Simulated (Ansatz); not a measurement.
Band structure of La3Ga (Pm-3m, 4 atoms in the cell).

```
CELL_PARAMETERS angstrom
      4.93068     0.00000     0.00000
      0.00000     4.93068     0.00000
      0.00000     0.00000     4.93068
ATOMIC_POSITIONS crystal
  La 0.00000 0.50000 0.50000
  La 0.50000 0.00000 0.50000
  La 0.50000 0.50000 0.00000
  Ga 0.00000 0.00000 0.00000
```

Computed with PBEsol, PAW files made with PBE (plane waves; Ansatz, an electronic-structure program).

Settings: basis.ecutwfc = 30.9 Ry; kpoints.mp_grid.grid = 5 5 5; hamiltonian.xc = pbesol; hamiltonian.pseudopotentials = {kind: paw} (the program's default PAW files); scf.occupations.method = gaussian; scf.occupations.width = 0.02 Ry; kpoints.band_path.npoints = 8.

The starting cell comes from a database of computed structures (which also holds hypothetical and non-ambient phases and stackings), without a prior relaxation at this level.

Levels in eV from the Fermi level, bands 20 to 27:
```json
[
 {"point": "Γ", "20": "-1.01", "21": "-1.01", "22": "-1.01", "23": "-1.01", "24": "-1.01", "25": "0.80", "26": "0.80", "27": "0.80"},
 {"point": "X", "20": "-1.23", "21": "-0.74", "22": "-0.74", "23": "-0.65", "24": "0.65", "25": "1.00", "26": "1.14", "27": "1.30"},
 {"point": "M", "20": "-1.22", "21": "-1.22", "22": "-0.06", "23": "-0.06", "24": "0.33", "25": "0.83", "26": "1.11", "27": "1.11"},
 {"point": "R", "20": "-1.13", "21": "-1.13", "22": "0.37", "23": "0.37", "24": "0.37", "25": "1.27", "26": "1.48", "27": "1.48"}
]
```

Bands cross the Fermi level along this path, so the cell is metallic at this level.

Keys are those of Ansatz 0.2.
